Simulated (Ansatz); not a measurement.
Abridged Ansatz (a first-principles code) output:

```
Pseudopotential: C, paw, valence charge 4
Crystal: 4 atoms, lattice volume = 35.408 Å³
Basis set: ecut = 420 eV, 665 PW (Γ), exchange–correlation on 36×36×90 points (8 copies of the dense FFT grid, shifted against one another)
Bands: 12, of which v1, the nominal top of the filled ones, is band 8 counted from 1 (7 counted from 0)
Symmetry: 24 space group operations
k-points: 81 of 1125
Functional: x = pbe(κ = 0.804, μ = 0.2195149727645171), c = pbe(β = 0.06672455060314922)
SCF iter   1: F=—  HF=-1006.481118 eV  |F-HF|=—  |Δ(HF+E_count)|=         —  Δρ=1.28e-1  dr2=5.05e0  ethr=3.10e-3  ⟨swp⟩=5.8  Hψ=5587  notcnv=0
SCF iter   2: F=—  HF=-1005.243254 eV  |F-HF|=—  |Δ(HF+E_count)|=    1.24e0  Δρ=7.56e-2  dr2=2.10e0  ethr=3.10e-3  ⟨swp⟩=2.8  Hψ=2551  notcnv=0
SCF 1 converged in 8 iterations: F = -1004.338791 eV  dr2 = 4.74e-11
SCF converged after 8 iterations
Free energy (F): -1004.338791 eV
Internal energy: -1004.337509 eV  (E = F + TS)
E sigma→0 (E₀):  -1004.338150 eV
Entropy (-TS):   -0.001282 eV (-0.321 meV/atom)
Fermi energy:    6.964559 eV
  E_disp       = -0.623369  (pairwise vdW)
--- Forces (eV/Å), atoms counted from 1 ---
  atom   1  C     -0.00000000    -0.00000000     0.00000000
  atom   2  C      0.00000000     0.00000000    -0.00000000
  atom   3  C      0.00000000     0.00000000    -0.00000000
  atom   4  C     -0.00000000    -0.00000000     0.00000000
--- Stress (GPa, compression-positive) ---
        0.003443      -0.000000      -0.000000
       -0.000000       0.003443      -0.000000
       -0.000000      -0.000000       0.008244
  P = ⅓ Tr σ = 0.0050 GPa (0.050 kbar)
```

**Question.** What was computed, and what are the main results?

**Answer.** C, 4 atoms in the cell, with DFT with PBE-D3(BJ), PAW potentials and a 420 eV plane-wave cutoff in Ansatz, no spin-orbit coupling, earlier PAW set. The last SCF converged to F = -1004.338791 eV, or -251.0847 eV per atom, at a pressure of 0.01 GPa. The total energy compares only with runs of the same code, potentials and settings.

Whether these cells are dynamically stable was not tested. The cell is C in the graphite type structure (space group P6_3/mmc, No. 194; layered, stacked along the Cartesian z axis).
